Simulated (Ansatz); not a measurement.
## Response to strain in Al

Take Al in the fcc (Cu type) structure (space group Fm-3m, No. 225; a = 3.984 Å; relaxed with 0.1 eV smearing) as the base. Axes: x, y, z lie along the cube axes.

Strains are applied to the cell and any free atomic positions relax; under biaxial strain the out-of-plane vector relaxes too.

The values are results of Ansatz (a quantum-chemistry and plane-wave program), LDA, PAW, cutoff 420 eV, scalar-relativistic without spin-orbit coupling, not measurements.

Notes on the quantities. energy relative to the base: free energy F; pressure: mean of the normal stresses, compression positive.

| variant | energy relative to the base | pressure | out-of-plane strain |
|---|---|---|---|
| base | 0 meV/atom | 0.0 GPa | – |
| biaxial strain −3.00 %, plane normal [001], relaxed out of plane | +11 meV/atom | 2.9 GPa | +3.26 % |
| biaxial strain −2.50 %, plane normal [001], relaxed out of plane | +7.6 meV/atom | 2.3 GPa | +2.80 % |
| biaxial strain −1.50 %, plane normal [001], relaxed out of plane | +2.5 meV/atom | 1.2 GPa | +1.75 % |
| biaxial strain −1.00 %, plane normal [001], relaxed out of plane | +1.1 meV/atom | 0.7 GPa | +1.18 % |
| biaxial strain +0.50 %, plane normal [001], relaxed out of plane | +0.2 meV/atom | -0.3 GPa | -0.59 % |
| biaxial strain +1.00 %, plane normal [001], relaxed out of plane | +1.0 meV/atom | -0.7 GPa | -1.12 % |
| biaxial strain +1.50 %, plane normal [001], relaxed out of plane | +2.2 meV/atom | -1.0 GPa | -1.60 % |
| biaxial strain +2.00 %, plane normal [001], relaxed out of plane | +4.0 meV/atom | -1.4 GPa | -2.08 % |
| biaxial strain +2.50 %, plane normal [001], relaxed out of plane | +6.3 meV/atom | -1.7 GPa | -2.55 % |

Stability against distortions was not tested.
